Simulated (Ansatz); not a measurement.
# Converging the k-point mesh at a smearing width of 0.05 eV: ZnPt (P4mm, 2 atoms in the cell)

```yaml
crystal:
  lattice:
    - [2.84231, 0.00000, 0.00000]
    - [0.00000, 2.84231, 0.00000]
    - [0.00000, 0.00000, 3.48408]
  atoms:
    - { symbol: Zn, position: [0.50000, 0.50000, 0.51435] }
    - { symbol: Pt, position: [0.00000, 0.00000, 0.00000] }
```

Computed with PBEsol, default PAW files made with PBE (plane waves; Ansatz, a first-principles code).

Base settings: basis.ecutwfc = 30.9 Ry; kpoints.mp_grid.grid = 12 12 10; hamiltonian.xc = pbesol; hamiltonian.pseudopotentials = {kind: paw} (the program's default PAW files); scf.occupations.method = fermi_dirac; scf.occupations.width = 0.0073 Ry.

In this ladder: scf.occupations.width = 0.0037 Ry.

The second cell is the first with its lattice scaled by 0.98.

Only quantities that move along the ladder and can be compared are tabulated.

The count of work is k-points × plane waves × bands × iterations; it is no time. 

The starting cell comes from a database of computed structures (which also holds hypothetical and non-ambient phases and stackings), without a prior relaxation at this level. Its lattice was rescaled by up to half a per cent. One atom was moved a little off its site on purpose. Spin polarisation is off. Ansatz's pressure includes its estimate of the finite-basis (Pulay) stress.

Steps (kpoints.mp_grid.grid): 4 4 4; 5 5 4; 6 6 5; 7 7 6; 9 9 7; 10 10 9; 13 13 10; 15 15 13; 19 19 15; 22 22 18; 27 27 22.

### Question
What is the coarsest kpoints.mp_grid.grid that holds the free energy within 0.5 meV/atom of the last step, with all finer ones?

### Answer
19 19 15, at 0.35 of the last step's count of work; the step before is off by 0.84 meV/atom.

### Question
What is the coarsest kpoints.mp_grid.grid that holds the forces within 0.02 eV/Å of the last step, with all finer ones?

### Answer
5 5 4, at 0.014 of the last step's count of work; the step before is off by 0.038 eV/Å.

### Question
What is the coarsest kpoints.mp_grid.grid that holds the energy of the compressed cell less the first within 2 meV/atom of the last step, with all finer ones?

### Answer
6 6 5, at 0.024 of the last step's count of work; the step before is off by 2.6 meV/atom.

| kpoints.mp_grid.grid | free energy less the last step's (meV/atom) | energy of the compressed cell less the first (meV/atom) | pressure (GPa) | largest difference of a force vector from the last step's (eV/Å) | count of work / last |
|---|---|---|---|---|---|
| 4 4 4 | 11.68 | 25.95 | -1.49 | 0.038 | 0.014 |
| 5 5 4 | 9.88 | 28.83 | -0.99 | 0.009 | 0.014 |
| 6 6 5 | -4.81 | 26.33 | -1.44 | 0.000 | 0.024 |
| 7 7 6 | 6.03 | 27.15 | -1.29 | 0.006 | 0.032 |
| 9 9 7 | 3.19 | 27.12 | -1.27 | 0.002 | 0.048 |
| 10 10 9 | -0.86 | 26.40 | -1.42 | 0.002 | 0.083 |
| 13 13 10 | 1.77 | 26.20 | -1.44 | 0.001 | 0.13 |
| 15 15 13 | 0.84 | 26.50 | -1.40 | 0.001 | 0.20 |
| 19 19 15 | 0.13 | 26.29 | -1.44 | 0.000 | 0.35 |
| 22 22 18 | 0.06 | 26.31 | -1.43 | 0.000 | 0.62 |
| 27 27 22 | 0.00 | 26.28 | -1.44 | 0.000 | 1.0 |

The energy difference between the two cells stays within 1 meV/atom of the last step's from 6 6 5 on, the total only from 15 15 13 on: much of the error is common to both cells and cancels.

Two neighbours can agree and both be off: 7 7 6 and 9 9 7 differ by 0.02 meV/atom in the energy of the compressed cell less the first, yet lie about 0.85 meV/atom from the last step.

Keys are those of Ansatz 0.2.
